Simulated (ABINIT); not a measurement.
A working ABINIT input for a sheet of GeSb₂Te₄ (7 atoms in the cell) (DFT, PBE, plane waves, PAW (JTH v2.0 PBE PAW)):

```
# Ge(SbTe2)2, JTH v2.0 PBE PAW
pp_dirpath "./"
pseudos "Ge.GGA_PBE-JTH.xml, Sb.GGA_PBE-JTH.xml, Te.GGA_PBE-JTH.xml"
acell 3*1.0 Angstrom
rprim
         4.2699997262    0.0000000635    0.0000000000
        -2.1349999181    3.6979282053    0.0000000000
         0.0000000000    0.0000000000   25.0671740000
natom 7
ntypat 3
znucl 32 51 52
typat 1 2 2 3 3 3 3
xred
         0.6666666667    0.3333333333    0.5000000000
         0.3333333333    0.6666666667    0.3436840000
         0.0000000000    0.0000000000    0.6563160000
         0.6666666667    0.3333333333    0.2792500000
         0.0000000000    0.0000000000    0.4275810000
         0.6666666667    0.3333333333    0.7207500000
         0.3333333333    0.6666666667    0.5724190000
ecut 21
pawecutdg 42
pawxcdev 0
ixc 11
occopt 7
tsmear 0.00367493
nband 43
kptopt 1
ngkpt 7 7 1
nshiftk 1
shiftk 0 0 0
nstep 100
tolvrs 1.0e-08
diemac 20
prtwf 0
prtden 0
prtvol 1
enunit 2
```

The run converged in 20 iterations: free energy E − TS -8003.39 eV; top of the valence band (on the code's own zero) -3.39 eV; gap on the k-point mesh 0.88 eV; pressure averaged over the cell with its vacuum 0.16 GPa; largest force (vector length) 0.780 eV/Å. Each of these slips is then made, one at a time:

(1)
```diff
-nstep 100
+nstep 2
```

(2)
```diff
-pawecutdg 42
```

Question: How does each altered input end?

Answer: 
(1) An iteration limit that is too low. The run ended unconverged after 2 iterations.

(2) No cutoff for the fine PAW grid. The program stopped before any SCF iteration, with the message: The value of (paw)ecutdg is zero or negative, which is forbidden..

The starting cell was generated: these elements placed on a structure prototype, without a prior relaxation; it need not be a known phase or ordering of this composition. Spin-orbit coupling is off.

Left out of this page: 3 runs of the series outside the window shown, repeating another row's setting, or not comparable.
